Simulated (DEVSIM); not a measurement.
abrupt GaAs p-n junction

Device: abrupt GaAs p-n junction, at 300 K.

```
layer (left to right)  material  thickness (μm)  Nd (cm⁻³)  Na (cm⁻³)   τn (s)   τp (s)
---------------------  --------  --------------  ---------  ---------  -------  -------
1                          GaAs            12.0          -     5.4e15  6.4e-10  6.4e-10
2                          GaAs            84.0       2e16          -  6.4e-10  6.4e-10
```

Left contact: ohmic. Right contact: ohmic. Voltage is applied to the left contact. Recombination: SRH at mid-gap, Auger. Mobility is μmin + (μ − μmin)/(1 + (N/Nref)^α).

The device is made up for the run: typed textbook-type constants, with dimensions and the other settings drawn at random. Values at 300 K.

```tsv
parameter	GaAs
gap (eV)	1.424
affinity (eV)	4.07
permittivity	12.9
Nc (cm⁻³)	4.7e17
Nv (cm⁻³)	9e18
μn (cm²/Vs)	8500
μp (cm²/Vs)	400
μn,min	500
μp,min	20
Nref,n	6e16
Nref,p	1.5e17
αn	0.39
αp	0.38
Cn (cm⁶/s)	1e-30
Cp (cm⁶/s)	1e-30
```

DEVSIM, 1D drift-diffusion, Boltzmann statistics, complete ionisation; no tunnelling, impact ionisation, image-force lowering or self-heating.

Potential step across the device at zero bias: 1.151 V
Largest field in the device at zero bias: 36000 V/cm
Dark forward voltage at 1 A/cm²: 0.955 V
Dark forward voltage at 100 A/cm²: 1.335 V

Dark reverse current:

```json
[
 {"V (V)": "-0.10", "J (A/cm²)": "-1.3e-9"},
 {"V (V)": "-0.25", "J (A/cm²)": "-2.6e-9"},
 {"V (V)": "-0.50", "J (A/cm²)": "-4.5e-9"},
 {"V (V)": "-0.75", "J (A/cm²)": "-6.1e-9"},
 {"V (V)": "-1.00", "J (A/cm²)": "-7.6e-9"},
 {"V (V)": "-1.50", "J (A/cm²)": "-1.0e-8"},
 {"V (V)": "-2.00", "J (A/cm²)": "-1.3e-8"},
 {"V (V)": "-2.50", "J (A/cm²)": "-1.5e-8"},
 {"V (V)": "-3.25", "J (A/cm²)": "-1.8e-8"},
 {"V (V)": "-4.00", "J (A/cm²)": "-2.1e-8"},
 {"V (V)": "-5.00", "J (A/cm²)": "-2.4e-8"}
]
```

Dark forward current:

(V (V), J (A/cm²)): (0.05, 1.5e-9); (0.10, 5.3e-9); (0.20, 4.2e-8); (0.25, 1.2e-7); (0.30, 3.2e-7); (0.40, 2.3e-6); (0.45, 6.4e-6); (0.55, 4.9e-5); (0.60, 0.00014); (0.65, 0.00038); (0.75, 0.0034); (0.80, 0.011); (0.85, 0.041); (0.95, 0.87); (1.00, 3.6); (1.10, 20); (1.15, 33); (1.20, 48); (1.30, 85); (1.35, 110); (1.40, 130); (1.50, 190); (1.55, 220); (1.65, 280); (1.70, 310); (1.75, 350); (1.85, 430); (1.90, 470)
